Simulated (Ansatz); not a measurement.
Point defects in TiSi2

The reference is an 18-atom supercell of TiSi2 (space group Cmcm, No. 63; a = 3.515 Å, b = 13.348 Å, c = 3.557 Å) at its relaxed geometry.

One neutral defect a cell, atoms relaxed at fixed cell.

Calculations: PBEsol in Ansatz (plane waves to 420 eV, PAW, scalar-relativistic without spin-orbit coupling).

```csv
variant,largest displacement of a host atom from its site in the perfect cell,pressure
perfect supercell,–,0.0 GPa
Ti on a Si site (antisite),[?],[?]
Pt on a Si site,0.11 Å,3.9 GPa
H interstitial (started 1.67 Å from the nearest host atom),0.16 Å,2.0 GPa
```

Complete the table.


- Ti on a Si site (antisite), largest displacement of a host atom from its site in the perfect cell: 0.19 Å
- Ti on a Si site (antisite), pressure: 3.2 GPa

In so small a cell the defect repeats every few ångströms: this is an ordered compound, not a dilute defect. The final runs are not spin-polarised.

Ansatz is a quantum-chemistry and plane-wave program.
